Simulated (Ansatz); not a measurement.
Base system: PbZrO3 in the cubic perovskite structure (space group Pm-3m, No. 221; a = 4.141 Å; a cell from a computed database, its experimental status unchecked). Axes: x, y, z lie along the cube axes.

Now apply this change: compressive biaxial strain of 0.42 % in the plane normal to [001], as in epitaxy on a mismatched substrate; the out-of-plane cell vector and the atoms relax.

Levels (all Ansatz, an electronic-structure program, PAW, earlier PAW set): PBEsol (420 eV, no spin-orbit coupling); r2SCAN (500 eV, scalar-relativistic without spin-orbit coupling); HSE06 (420 eV, spin-orbit coupling left out); PBEsol+SOC (420 eV, spin-orbit coupling included).

One geometry, relaxed with PBEsol, under each level:

```csv
level,band gap,lowest conduction level above the VBM at special points,electron mass,hole mass,pressure
PBEsol,2.33 eV,X 2.33 eV; Z 2.37 eV; Γ 3.70 eV; M 4.29 eV,"0.18 mₑ along k, 0.33 mₑ across (at X)",–,1.04 GPa
r2SCAN,…,…,–,–,…
HSE06,3.47 eV,X 3.47 eV; Z 3.51 eV; Γ 5.08 eV,–,–,–
PBEsol+SOC,2.00 eV,X 2.00 eV; Z 2.04 eV; Γ 3.66 eV; M 3.17 eV,"0.19 mₑ along k, 0.36 mₑ across (at X)","0.23 mₑ along k, 0.76 mₑ across (at X)",1.03 GPa
```

Task: Give the withheld r2SCAN results.

Result: 
- r2SCAN, band gap: 2.88 eV
- r2SCAN, lowest conduction level above the VBM at special points: X 2.88 eV; Z 2.92 eV; Γ 4.28 eV; M 4.86 eV
- r2SCAN, pressure: 3.41 GPa

Single points use the geometry relaxed with PBEsol. Their cutoffs differ, which shifts pressures a little. The hybrid gap comes from the SCF mesh plus the semilocal run's edge points and a few special points and is an upper bound. Differences between runs with and without spin-orbit coupling are approximate. With Pb present, leaving out spin-orbit coupling can change the band edges. Effective masses come from finite differences of ±0.01 Å⁻¹. Along k means along the line from Γ to the band edge. No phonon test of stability was made. Many cubic perovskites are stable only at high temperature; tilts and polar distortions were not tested. Labels are those of the standard path for the cell's own space group.
